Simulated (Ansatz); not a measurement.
The starting structures come from a database of crystals and need not be the phases stable at ambient conditions.

Evanescent states of CdPdF6 (R-3, not sure to be the ambient phase, 8 atoms a cell, 13.4 Å³ an atom) along the normal of (100)

All values below come from r2SCAN (plane waves, PAW; Ansatz, an electronic-structure program).

The gap is the functional's own. No spin-orbit coupling. Mid-gap values are interpolated on the energy grid.

Energies count from the valence-band top; κ is the least over a 6×2 mesh across the current.

| E (eV) | κ (1/Å) | where |
|---|---|---|
| 0.06 | 0.197 | off Γ |
| 0.18 | 0.333 | off Γ |
| 0.30 | 0.426 | off Γ |
| 0.42 | 0.486 | off Γ |
| 0.54 | 0.495 | off Γ |
| 0.66 | 0.501 | off Γ |
| 0.78 | 0.504 | off Γ |
| 0.90 | 0.505 | off Γ |
| 1.02 | 0.504 | off Γ |
| 1.14 | 0.501 | off Γ |
| 1.26 | 0.495 | off Γ |
| 1.38 | 0.487 | off Γ |
| 1.50 | 0.477 | off Γ |
| 1.62 | 0.464 | off Γ |
| 1.74 | 0.449 | off Γ |
| 1.86 | 0.431 | off Γ |
| 1.98 | 0.409 | off Γ |
| 2.10 | 0.373 | off Γ |
| 2.22 | 0.303 | off Γ |
| 2.34 | 0.153 | off Γ |

Q: How thick must the barrier be to attenuate the transmission by 10^6 when the electrodes' Fermi level lies at 1.50 eV, and what attenuation does that film give at 0.42 eV?

A: d = 6 ln 10 / (2 × 0.477) = 14.5 Å. At 0.42 eV it gives 6 × 0.486/0.477 = 6.1 decades.
